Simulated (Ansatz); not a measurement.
Defect migration in wurtzite AlN strained by -1.5 % along x and y, z held: N vacancy, charge state +1. The step: a nearby N atom hops onto the vacant site; the atom moves 3.06 Å along (-0.99, 0.00, 0.00) of the unit cell; the moving atom starts with neighbours Al at 1.87, Al at 1.88, 2 Al at 1.90 Å and ends with Al at 1.87, Al at 1.88, 2 Al at 1.90 Å. DFT values are from Ansatz (plane-wave PAW, 420 eV unless said) in a cell of 72 host sites, spin-restricted, static, with no finite-size correction. The charge state is imposed; whether it is stable for some Fermi level was not computed. Forms of the defect that were not tried may lie lower. For the PBE band: the saddle point's order was not checked, and it lies on a symmetry element of the cell, where a band can be held.

| Level | Forward barrier (eV) | Cost of the band or of the saddle's single point |
|---|---|---|
| CHGNet universal potential (has no charge state), its own band | 1.99 | - |
| PBE, a 2×2×2 k-point mesh shifted by half a step along c, band relaxed | 4.37 | about 29 core-minutes (a rough figure) |

Ansatz is a quantum-chemistry and plane-wave program.
